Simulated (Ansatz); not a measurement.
Ansatz (a program for electronic structure) run on CdPd (P4/mmm, 2 atoms in the cell): zone-centre phonon calculation.

Method: LDA (PW92), default PAW files made with PBE (plane waves; Ansatz).

```xyz
2
Lattice="3.0281 0.0000 0.0000 0.0000 3.0281 0.0000 0.0000 0.0000 3.6824" Properties=species:S:1:pos:R:3 pbc="T T T"
Cd     0.0000     0.0000     0.0000
Pd     1.5141     1.5141     1.8412
```

Reference input (self-consistent single point, DFT, LDA (PW92), plane waves, default PAW files made with PBE): basis.ecutwfc = 420 eV; kpoints.mp_grid.grid = 11 11 9; hamiltonian.xc = lda; hamiltonian.pseudopotentials = {kind: paw} (the program's default PAW files); scf.occupations.method = fermi_dirac; scf.occupations.width = 0.1 eV. This run's input differs from it in these lines:

Ansatz 0.2 input:
```diff
@@ -11,3 +11,3 @@
 kpoints:
-  mp_grid: { grid: [11, 11, 9] }
+  mp_grid: { grid: [25, 25, 20] }
 hamiltonian:
@@ -17,6 +17,4 @@
   occupations: { method: fermi_dirac, width: 0.1 }
-output:
-  forces: true
-  eigenvalues: true
-  stress: true
+phonons:
+  method: dfpt
```

Log, with long lists cut:

```
SCF iter   1: F=—  HF=-14963.339141 eV  |F-HF|=—  |Δ(HF+E_count)|=         —  Δρ=1.61e-2  dr2=9.14e-2  ethr=1.77e-3  ⟨swp⟩=5.3  Hψ=172726  notcnv=0
all-band conjugate gradients solve this SCF's bands
preconditioner: auto → Kerker (q_TF=auto, 2.783 Å⁻¹)
SCF iter   2: F=—  HF=-14963.319220 eV  |F-HF|=—  |Δ(HF+E_count)|=   1.99e-2  Δρ=4.26e-3  dr2=3.61e-3  ethr=2.41e-4  ⟨swp⟩=2.5  Hψ=75273  notcnv=0  defer=19
   [... lines left out ...]
SCF iter   7: F=—  HF=-14963.317953 eV  |F-HF|=—  |Δ(HF+E_count)|=   8.81e-6  Δρ=7.21e-6  dr2=2.60e-8  ethr=2.19e-9  ⟨swp⟩=2.6  Hψ=70297  notcnv=0  defer=19
SCF iter   8: F=—  HF=-14963.317953 eV  |F-HF|=—  |Δ(HF+E_count)|=   4.32e-9  Δρ=1.47e-6  dr2=6.81e-10  ethr=6.85e-11  ⟨swp⟩=2.0  Hψ=50651  notcnv=0  defer=19
SCF iter   9: F=—  HF=-14963.317953 eV  |F-HF|=—  |Δ(HF+E_count)|=  1.36e-10  Δρ=2.84e-7  dr2=1.96e-11  ethr=1.79e-12  ⟨swp⟩=2.3  Hψ=56951  notcnv=0  defer=19
SCF iter  10: F=-14963.317953 eV  HF=-14963.317953 eV  |F-HF|=1.82e-12  |Δ(HF+E_count)|=  3.64e-12  Δρ=6.55e-8  dr2=1.36e-12  ethr=1.00e-12  ⟨swp⟩=4.6  Hψ=161922  notcnv=0
SCF 1 converged in 10 iterations: F = -14963.317953 eV  dr2 = 1.36e-12
DFPT response loops at Γ: preconditioner auto → Kerker (q_TF=auto, 2.783 Å⁻¹) (partly filled bands, converged f_vac=0.000) …
the run's response loops start from zero, take more passes and end by a threshold …
Free energy (F): -14963.317953 eV
Internal energy: -14963.300321 eV  (E = F + TS)
E sigma→0 (E₀):  -14963.309137 eV
Entropy (-TS):   -0.017632 eV (-8.816 meV/atom)
Fermi energy:    17.720384 eV
   [... lines left out ...]
  ASR residual: 3.422e-4 → 0.000e0 eV/Å²; symmetrization residual: 7.994e-5 eV/Å²
  ASR residual per site (eV/Å²): 1.47e-4 3.42e-4
  Γ frequencies (cm⁻¹): 0.00 0.00 0.00 134.24 134.24 165.74
  non-analytic LO–TO correction: not included (Born effective charges unavailable; polar crystals: no LO–TO splitting at Γ)
```

The run converged in 10 iterations. 

Summary of the result:
| Quantity | Result |
|---|---|
| Free energy E − TS (on the zero of these files) | -14963.3180 eV |
| Fermi level (on the code's own zero) | 17.72 eV |
| Zone-centre frequencies (cm⁻¹; negative means imaginary) | 0, 0, 0, 134, 134, 166 |

The starting cell comes from a database of computed structures (which also holds hypothetical and non-ambient phases and stackings), without a prior relaxation at this level. Its lattice was rescaled by up to half a per cent. Spin polarisation is off.

Cost on one core of a shared machine: roughly 9 min.
